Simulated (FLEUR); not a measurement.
## Equation of state of hcp Re (space group 194): energy against volume (FLEUR, LDA)

```
CELL_PARAMETERS angstrom
      2.65266     0.00000     0.00000
     -1.32633     2.29727     0.00000
      0.00000     0.00000     4.28654
ATOMIC_POSITIONS crystal
  Re 0.66667 0.33333 0.75000
  Re 0.33333 0.66667 0.25000
```

Method: LDA (Perdew-Zunger), all-electron FLAPW (FLEUR), scalar-relativistic valence run with FLEUR. Settings: Kmax = 5.02 1/bohr; GmaxXC = 20.1 1/bohr; xcFunctional = pz; jspins = 1; l_soc = F; mode = hist; fermiSmearingEnergy = 0.00183747 Htr; mesh (inpgen div1-3) = 25 25 13; inpgen gamma flag = false; Gmax = 20.1 1/bohr; numbands = 0; maxIterBroyd = 15; imix = Anderson; alpha = 0.05; precondParam = 0; minDistance = 1e-05 me/bohr^3. The cell above is the first row's. The rows scale it uniformly. In all rows fractional positions and the k mesh are held. E is the free energy at the stated smearing, counted from the lowest row.

```csv
V (Å^3/atom),E (meV/atom)
13.0608,179.17
13.3447,105.74
13.6286,53.08
13.9126,19.13
14.1965,1.99
14.4804,0.00
14.7644,11.60
15.0483,35.46
15.3322,?
```

The 8 complete rows are fitted with the third-order Birch-Murnaghan form, a cubic in V^(-2/3), E against V. With u = V^(-2/3) - 0.172, the rows have u = 0.008310, 0.005744, 0.003267, 0.000873, -0.001439, -0.003676, -0.005841, -0.007938. Least squares gives E = 10.855 + 8217.86·u + 1436882·u² + 1398781·u³. Residuals (row less fit): -0.004, 0.009, -0.008, 0.005, -0.011, 0.007, 0.002, -0.003; standard error 0.009 (degrees of freedom: 4). Its minimum lies at u = -0.002872, so V0 = (0.169128)^(-3/2) = 14.38. There d²E/du² = 2850000 and d³E/du³ = 8393000, so B0 = (4/9) × 14.38^(-7/3) × 2850000 × 0.160218 = 404 GPa (the last factor turns the table's units into GPa), and B0' = 4 + (2/3) × 0.169128 × (8393000)/2850000 = 4.3.

Question: What does the fit predict for E at V = 15.3322, and how far is the calculated value from it?

Answer: u = -0.009969, so E = 10.855 + 8217.86 × (-0.009969) + 1436882 × (-0.009969)² + 1398781 × (-0.009969)³ = 70.344 meV/atom. The calculation gives 70.29 meV/atom, 0.054 meV/atom below the prediction (under 0.05 % of the range of E in the table). The row lies outside the fitted rows, so this is an extrapolation. From the scatter of the fitted rows alone, a prediction at this place has a standard error of 0.022 meV/atom, so the miss is 2.4 times that.

Carrying the step between the two nearest rows on in a straight line would have given 59.32, off by 10.97; series whose last step already gives the withheld value aren't shown. The scan was laid around a cell of about the measured size, scaled by a guess for this functional; axis ratios and inner coordinates come from that cell. The runs keep the symmetry of the cell, so they don't test it for distortions. Spin polarisation is off. Values depend on the basis (sphere radii, cutoffs, local orbitals), which need not be converged. Spin-orbit coupling is off. The shape of the cell and the inner coordinates aren't relaxed, so V0 and B0 belong to this uniform scaling; a relaxed crystal lies no higher in energy and is usually softer. Cutoffs and mesh are single choices, not tested for convergence of this quantity. Series with a scatter that would blur these digits, or in which a gap closes, are not shown. Nor are scans whose minimum lies at an end fitted in this form.
